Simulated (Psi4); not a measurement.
Psi4 1.11, PBE/def2-svp: In(H)(F)(Vi) (C=[CH][InH][F]), 8 atoms. The geometry is a generated start, not checked to be a minimum at this level.

```json
{
  "task": "energy",
  "method": "pbe",
  "basis": "def2-svp",
  "memory": "3 GB",
  "maxiter": "100",
  "keys_of_the_molecule_block": "symmetry c1",
  "scf_type": "df (default)",
  "guess": "auto, which took SAD (default)",
  "scf_initial_accelerator": "adiis (default)",
  "e_convergence": "1e-06 (default)",
  "d_convergence": "1e-06 (default)",
  "dft_radial_points": "75 (default)",
  "dft_spherical_points": "302 (default)",
  "effective_core_potentials": "those of the basis set, past Kr",
  "basis_functions": "88",
  "grid_points": "173789"
}
```

```xyz
8

In    -0.5776     1.1247     0.9436
H     -2.1034     1.0901     1.7606
F      0.4484     2.7480     1.4287
C      0.5445    -0.1471    -0.4741
C      0.1803    -1.3609    -0.8336
H      1.4520     0.3311    -0.8297
H      0.7765    -1.9493    -1.5232
H     -0.7208    -1.8365    -0.4724
```

One run each on 2 threads. Values of diis_max_vecs tried: 3, 6, 10 (default), 20.

### Question
Predict the course of the SCF iterations along this series.

### Answer
Fewest SCF iterations, within one of each other: 6 with 11, 10 (default) with 10, 20 with 10. The count rises to 33 at 3. All converge to one solution.

```
diis_max_vecs  SCF iterations            end
-------------  --------------  -------------
3                          33  same solution
6                          11  same solution
10 (default)               10  same solution
20                         10  same solution
```
